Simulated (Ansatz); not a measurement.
Consider a periodic stack without vacuum, fcc Al (1 1 1) on zinc-blende InAs (1 1 1) (film strained to the substrate, faces as cut): substrate slab As12In12, film Al28, surface cells [[1, 1], [-2, 1]] and [[-2, 3], [-1, -2]], film strained by +0.2 and +0.2 %, faces As/In and Al/Al as cut (like faces can put a slab off its formula). Its start:

```yaml
crystal:
  lattice:
    - [7.57589, 0.00000, 0.00318]
    - [-3.78794, 6.56091, -0.00735]
    - [-3.14599, -0.75119, 25.02800]
  atoms:
    - { symbol: As, position: [0.15140, 0.59968, 0.03379] }
    - { symbol: As, position: [0.77894, 0.97270, 0.02992] }
    - { symbol: As, position: [0.52793, 0.37893, 0.03203] }
    - { symbol: As, position: [0.55533, 0.68719, 0.18398] }
    - { symbol: As, position: [0.22120, 0.01962, 0.18427] }
    - { symbol: As, position: [0.88904, 0.35259, 0.18415] }
    - { symbol: As, position: [0.95733, 0.70315, 0.32802] }
    - { symbol: As, position: [0.62415, 0.03646, 0.32816] }
    - { symbol: As, position: [0.29104, 0.37040, 0.32819] }
    - { symbol: As, position: [0.35944, 0.72019, 0.47281] }
    - { symbol: As, position: [0.02689, 0.05338, 0.47382] }
    - { symbol: As, position: [0.69368, 0.38674, 0.47382] }
    - { symbol: In, position: [0.20435, 0.68239, 0.14843] }
    - { symbol: In, position: [0.87172, 0.01574, 0.14843] }
    - { symbol: In, position: [0.53941, 0.34893, 0.14993] }
    - { symbol: In, position: [0.60739, 0.69934, 0.29189] }
    - { symbol: In, position: [0.27374, 0.03281, 0.29226] }
    - { symbol: In, position: [0.94014, 0.36521, 0.29203] }
    - { symbol: In, position: [0.00527, 0.71367, 0.43489] }
    - { symbol: In, position: [0.67817, 0.04977, 0.43505] }
    - { symbol: In, position: [0.34199, 0.38281, 0.43508] }
    - { symbol: In, position: [0.41401, 0.72129, 0.57941] }
    - { symbol: In, position: [0.01805, 0.03119, 0.57936] }
    - { symbol: In, position: [0.78923, 0.45105, 0.57913] }
    - { symbol: Al, position: [0.96884, 0.72820, 0.67473] }
    - { symbol: Al, position: [0.10558, 0.44005, 0.66933] }
    - { symbol: Al, position: [0.25877, 0.15738, 0.67885] }
    - { symbol: Al, position: [0.53709, 0.57741, 0.67458] }
    - { symbol: Al, position: [0.67515, 0.29010, 0.67802] }
    - { symbol: Al, position: [0.82203, 0.00997, 0.67518] }
    - { symbol: Al, position: [0.39602, 0.87231, 0.67807] }
    - { symbol: Al, position: [0.10595, 0.22104, 0.76706] }
    - { symbol: Al, position: [0.25149, 0.92659, 0.77047] }
    - { symbol: Al, position: [0.38869, 0.63932, 0.76709] }
    - { symbol: Al, position: [0.68365, 0.07024, 0.77037] }
    - { symbol: Al, position: [0.81625, 0.77858, 0.76693] }
    - { symbol: Al, position: [0.96123, 0.49793, 0.76683] }
    - { symbol: Al, position: [0.53705, 0.36176, 0.77140] }
    - { symbol: Al, position: [0.23268, 0.69414, 0.86191] }
    - { symbol: Al, position: [0.38888, 0.42099, 0.86448] }
    - { symbol: Al, position: [0.53740, 0.13569, 0.86065] }
    - { symbol: Al, position: [0.81106, 0.55635, 0.86775] }
    - { symbol: Al, position: [0.95853, 0.28281, 0.86426] }
    - { symbol: Al, position: [0.09167, 0.98954, 0.85559] }
    - { symbol: Al, position: [0.66981, 0.84250, 0.86151] }
    - { symbol: Al, position: [0.37932, 0.16668, 0.94831] }
    - { symbol: Al, position: [0.52287, 0.90552, 0.94895] }
    - { symbol: Al, position: [0.69024, 0.63851, 0.96241] }
    - { symbol: Al, position: [0.97184, 0.06321, 0.94997] }
    - { symbol: Al, position: [0.09529, 0.76901, 0.95271] }
    - { symbol: Al, position: [0.26143, 0.46897, 0.96345] }
    - { symbol: Al, position: [0.80595, 0.30972, 0.01779] }
```

The start was prepared with a machine-learned potential, and the result is one local minimum, with the in-plane cell held and forces under 0.04 eV/Å; the film can end far from its bulk form.

Level of theory: PBE (plane waves to 420 eV, PAW; Ansatz, a quantum-chemistry and plane-wave program). Spin–orbit coupling is left out; the runs are not spin-polarised; PBE gaps are too small against experiment. Its k-point mesh 4×4×1, Fermi–Dirac width 0.05 eV.

Q: Predict the relaxed interface.

A: 
* **interface area**: 49.7 Å²
* **period**: 24.49 Å
* **gaps between the outermost planes at the two interfaces**: 2.26 and 1.28 Å
* **Al–As contacts across the interfaces within 1.22 times the sum of covalent radii**: 11, mean 2.58 Å
* **Al–In contacts across the interfaces within 1.22 times the sum of covalent radii**: 9, mean 2.94 Å
